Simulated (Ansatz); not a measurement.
Consider interstitial O in polar orthorhombic HfO2, charge state -2. The step: several atoms move together, O the farthest; the atom moves 1.53 Å along (0.25, -0.10, 0.12) of the unit cell; the moving atom starts with neighbours 2 Hf at 2.09, Hf at 2.11; O at 2.33, O at 2.39, O at 2.44, O at 2.45, O at 2.61, O at 2.67 Å and ends with 2 Hf at 2.08, Hf at 2.19; O at 2.33, O at 2.37, O at 2.45, 2 O at 2.60 Å. DFT values are from Ansatz (plane-wave PAW, 420 eV unless said) in a cell of 96 host sites, spin-restricted, static, with no finite-size correction. The host's phase is taken as given; its stability against other phases was not computed. The charge state is imposed; whether it is stable for some Fermi level was not computed. Sites that were not tried may lie lower. For the PBE band: the saddle point's order was not checked.

| Level | Forward barrier (eV) | Cost of the band or of the saddle's single point |
|---|---|---|
| CHGNet universal potential (has no charge state), its own band | 0.48 | - |
| PBE, the Γ point alone, band relaxed | 0.50 | about 100 core-minutes (a rough figure) |
| PBE, a 2×2×2 k-point mesh shifted by half a step, same geometries | 0.48 | very roughly 22 core-minutes |
| r2SCAN at 500 eV, the Γ point alone, same geometries | 0.56 | very roughly 5 core-minutes |

Ansatz is a program for electronic structure.
